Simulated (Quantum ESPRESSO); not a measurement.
A self-consistent single point of Be (P6_3/mmc, 4 atoms in the cell) with Quantum ESPRESSO.

Method: PBE, GBRV 1.5 ultrasoft (PBE) pseudopotentials (plane waves; Quantum ESPRESSO 7.5).

The change in words: lattice scaled by 0.98. Reference geometry:
```yaml
crystal:
  lattice:
    - [2.26275, 0.00000, 0.00000]
    - [-1.13138, 1.95960, 0.00000]
    - [0.00000, 0.00000, 7.28041]
  atoms:
    - { symbol: Be, position: [0.00000, 0.00000, 0.00000] }
    - { symbol: Be, position: [0.00000, 0.00000, 0.50000] }
    - { symbol: Be, position: [0.33333, 0.66667, 0.25000] }
    - { symbol: Be, position: [0.66667, 0.33333, 0.75000] }
```

Reference input (self-consistent single point, DFT, PBE, plane waves, GBRV 1.5 ultrasoft (PBE) pseudopotentials): ecutwfc = 40 Ry; ecutrho = 200 Ry; occupations = smearing; smearing = gauss; degauss = 0.0147 Ry; potentials = {Be: be_pbe_v1.4.uspp.F.UPF}; K_POINTS = automatic 22 22 6 0 0 0; conv_thr = 1e-11 Ry. This run's input differs from it in these lines:

```diff
@@ -10,4 +10,4 @@
     ibrav = 4
-    A = 2.262750510
-    C = 7.280415000
+    A = 2.217495498
+    C = 7.134807000
     nat = 4
```

Output, abridged:

```
     Self-consistent Calculation

     iteration #  1     ecut=    40.00 Ry     beta= 0.70

     Threshold (ethr) on eigenvalues was too large:
     Diagonalizing with lowered threshold

     total energy              =    -112.97431239 Ry
     estimated scf accuracy    <       0.00312147 Ry

     iteration #  2     ecut=    40.00 Ry     beta= 0.70

     total energy              =    -112.97433425 Ry
     estimated scf accuracy    <       0.00022215 Ry

     iteration #  3     ecut=    40.00 Ry     beta= 0.70

     total energy              =    -112.97434149 Ry
     estimated scf accuracy    <       0.00000278 Ry

   [... 2 blocks of this kind left out ...]

     iteration #  6     ecut=    40.00 Ry     beta= 0.70

     total energy              =    -112.97434268 Ry
     estimated scf accuracy    <          3.3E-11 Ry

     iteration #  7     ecut=    40.00 Ry     beta= 0.70
     End of self-consistent calculation

     Number of k-points >= 100: set verbosity='high' to print the bands.

     the Fermi energy is     9.3390 ev

!    total energy              =    -112.97434268 Ry
     estimated scf accuracy    <          1.1E-12 Ry
     smearing contrib. (-TS)   =      -0.00034173 Ry
     internal energy E=F+TS    =    -112.97400095 Ry

     convergence has been achieved in   7 iterations

     Forces acting on atoms (cartesian axes, Ry/au):

     atom    1 type  1   force =     0.00000000    0.00000000    0.00000000
   [... zero for the other atoms too ...]

     Total force =     0.000000     Total SCF correction =     0.000000

          total   stress  (Ry/bohr**3)                   (kbar)     P=       50.45
   0.00040462   0.00000000   0.00000000           59.52        0.00        0.00
   0.00000000   0.00040462   0.00000000            0.00       59.52        0.00
  -0.00000000  -0.00000000   0.00021962           -0.00       -0.00       32.31

   JOB DONE.
```

The run converged in 7 iterations. Against the reference run the free energy goes up by 4.7 meV/atom and the pressure goes from -2.69 to 5.05 GPa.

The starting cell was generated: these elements placed on a structure prototype, without a prior relaxation; it need not be a known phase or ordering of this composition. Its lattice was rescaled by a random factor within 2.5 % of one. For this run, on top of that: lattice scaled by 0.98. With a pressure of about 5 GPa the cell is away from its equilibrium volume at this level.
